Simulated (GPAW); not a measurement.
## Pressure against volume in zinc-blende BeS (space group 216) (GPAW, LDA)

```
CELL_PARAMETERS angstrom
      0.00000     2.34030     2.34030
      2.34030     0.00000     2.34030
      2.34030     2.34030     0.00000
ATOMIC_POSITIONS crystal
  Be 0.00000 0.00000 0.00000
  S  0.75000 0.75000 0.75000
```

Method: LDA (Perdew-Wang 92), GPAW PAW datasets LDA (gpaw-data 1.0.1) (plane waves; GPAW 25.7.0). Settings: mode = pw; ecut = 780 eV; xc = LDA; kpts = 12 12 12; mesh shift (steps) = 0 0 0; occupations.name = fermi-dirac; occupations.width = 0.01 eV; nbands = -8; convergence.bands = -6; symmetry.symmorphic = false; symmetry.tolerance = 0.0005; maxiter = 120. The cell above is the first row's. The rows scale it uniformly. In all rows fractional positions and the k mesh are held.

```csv
V (Å^3/atom),P (GPa)
12.818,9.43
13.096,6.61
13.375,4.04
13.654,1.72
13.932,-0.40
14.211,-2.31
14.490,-4.06
14.768,-5.64
15.047,?
```

Taking a cubic for P over the 8 complete rows: With u = V - 13.8, the rows have u = -0.9820, -0.7040, -0.4250, -0.1460, 0.1320, 0.4110, 0.6900, 0.9680. Least squares gives P = 0.580 - 7.5567·u + 1.3227·u² - 0.1609·u³. Residuals (row less fit): 0.001, -0.002, -0.003, 0.008, -0.005, 0.004, -0.003, 0.001; standard error 0.006 (degrees of freedom: 4). The fitted pressure is zero at V0 = 13.88, where dP/dV = -7.354, so B0 = -V0·dP/dV = 102 GPa.

Task: Predict the withheld P at V = 15.047 from the fit, and compare with the calculation.

Result: u = 1.2470, so P = 0.580 - 7.5567 × 1.2470 + 1.3227 × 1.2470² - 0.1609 × 1.2470³ = -7.098 GPa. The calculation gives -7.08 GPa, 0.018 GPa above the prediction (0.1 % of the range of P in the table). The row lies outside the fitted rows, so this is an extrapolation. From the scatter of the fitted rows alone, a prediction at this place has a standard error of 0.015 GPa, so the miss is 1.2 times that.

Carrying the step between the two nearest rows on in a straight line would have given -7.23, off by 0.15; series whose last step already gives the withheld value aren't shown. The scan was laid around a cell of about the measured size, scaled by a guess for this functional. The runs keep the symmetry of the cell, so they don't test it for distortions. Cutoffs and mesh are single choices, not tested for convergence of this quantity. Series with a scatter that would blur these digits, or in which a gap closes, are not shown.
